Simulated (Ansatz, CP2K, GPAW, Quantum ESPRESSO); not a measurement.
# NiTeSe (P3m1, 3 atoms in the cell) computed with different codes at matched settings

Self-consistent single point.

```
NiTeSe
1.0
    3.67925     0.00000     0.00000
   -1.83963     3.18632     0.00000
    0.00000     0.00000     5.10108
Ni Te Se
1 1 1
Cartesian
  0.00000   0.00000   0.06565
  1.83963   1.06211   3.82229
  0.00000   2.12422   1.21314
```

Shared settings, as Ansatz (a quantum-chemistry and plane-wave program) writes them: kpoints.mp_grid.grid = 7 7 5; scf.occupations.method = fermi_dirac; scf.occupations.width = 0.1 eV. Potentials and cutoffs stand in the table.

| code | model | pressure (GPa) | largest force (eV/Å) | cutoff |
|---|---|---|---|---|
| Quantum ESPRESSO | LDA (PZ), PSlibrary ultrasoft (LDA) pseudopotentials | -2.34 | 0.157 | 50 Ry |
| Ansatz | LDA (PW92), PAW files made with PBE | -2.82 | 0.096 | 420 eV |
| CP2K | LDA (Pade form), GPW, DZVP-MOLOPT-PBE-GTH basis, GTH-PBE potentials (POTENTIAL_UZH) | 1.21 | 0.417 | grid 600 Ry |
| GPAW | LDA (Perdew-Wang 92), GPAW PAW datasets LDA (gpaw-data 1.0.1) | -2.95 | 0.007 | 800 eV |

Size of the force on each atom (eV/Å): Sizes of forces hide their directions.

```
code                Ni1    Te2    Se3
----------------  -----  -----  -----
Quantum ESPRESSO  0.128  0.157  0.029
Ansatz            0.096  0.064  0.033
CP2K              0.207  0.417  0.209
GPAW              0.007  0.001  0.004
```

On Ansatz's run: spin-orbit coupling is off. Spin polarisation is off, so a magnetic state, if there is one, cannot be reached.

The spread over the programs that give each value: pressure within 4.16 GPa; largest force within 0.410 eV/Å.

CP2K uses small atom-centred bases, whose incompleteness enters pressures, forces and empty levels differently from a plane-wave cutoff. Ansatz's pressure is given at a fixed set of plane waves, as the other plane-wave codes print theirs; with its correction for the finite basis it is -2.76 GPa. The same LDA comes in different parametrisations, which differ slightly. In the pressure, CP2K (by 4.03) lies more than 1 GPa from the median of the plane-wave programs.

The starting cell comes from a database of computed structures (which also holds hypothetical and non-ambient phases and stackings), without a prior relaxation at this level. Its lattice was rescaled by a random factor within 2.5 % of one.

Keys are those of Ansatz 0.2.
